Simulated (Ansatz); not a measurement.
The starting structures come from a database of crystals and need not be the phases stable at ambient conditions.

Tunnelling through a barrier is set by its complex band structure: the current falls as exp(−2κd) with the smallest κ.

Input:

```yaml
crystal:
  lattice:
    - [5.55059, 0.00000, 0.00000]
    - [0.81079, 7.51401, 0.00000]
    - [2.36990, -3.75701, 2.56460]
  atoms:
    - { symbol: Ti, position: [0.70880, 0.85440, 0.00000] }
    - { symbol: Ti, position: [0.29120, 0.14560, 0.00000] }
    - { symbol: Zn, position: [0.27865, 0.63933, 0.00000] }
    - { symbol: Zn, position: [0.72135, 0.36067, 0.00000] }
    - { symbol: O, position: [0.51273, 0.22354, 0.27404] }
    - { symbol: O, position: [0.48727, 0.77646, 0.72596] }
    - { symbol: O, position: [0.17304, 0.56323, 0.33969] }
    - { symbol: O, position: [0.82696, 0.43677, 0.66031] }
    - { symbol: O, position: [0.78677, 0.94950, 0.38627] }
    - { symbol: O, position: [0.21323, 0.05050, 0.61373] }
```

Space group of this cell: R-3. The cell is taken as given; by PBEsol its mean pressure is -8.1 GPa.

Transport runs along the normal of the first two printed cell vectors, the (110) plane of the conventional cell.

No gap correction and no spin-orbit coupling; mid-gap values are interpolated between computed energies.

### Question
Estimate the band gap and the smallest decay constant κ at mid-gap that PBEsol run with Ansatz (a program for electronic structure) returns for this system.

### Answer
Gap 3.02 eV on a 12×12×12 mesh; κ = 0.385 1/Å, at the zone centre.
